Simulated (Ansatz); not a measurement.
Here is the system:

```
CELL_PARAMETERS angstrom
      5.99738    -1.50001    -0.00934
      5.99738     1.50001    -0.00934
     -1.36519     0.00000     5.57911
ATOMIC_POSITIONS crystal
  Ga 0.09253 0.09253 0.79701
  Ga 0.90747 0.90747 0.20299
  Ga 0.65933 0.65933 0.31408
  Ga 0.34067 0.34067 0.68592
  O  0.16985 0.16985 0.10990
  O  0.83015 0.83015 0.89010
  O  0.17163 0.17163 0.55921
  O  0.82837 0.82837 0.44079
  O  0.49612 0.49612 0.25224
  O  0.50388 0.50388 0.74776
```

No spin polarisation.

All numbers come from r2SCAN (Ansatz, a quantum-chemistry and plane-wave program, PAW, no SOC). Settings: 11×11×6 k-points, 0.05 eV Fermi–Dirac smearing.

**Question.** Predict the smallest direct gap and band gap.

**Answer.** 
* **Smallest direct gap**: 3.43 eV
* **Band gap**: 3.40 eV

Load acts through the strain it causes; cell and atoms are relaxed under it. No phonon test of stability was made. No other phases were tried under pressure. The cell was made from Ga2O3 (space group C2/m, No. 12) by this change: pressure 9 GPa.
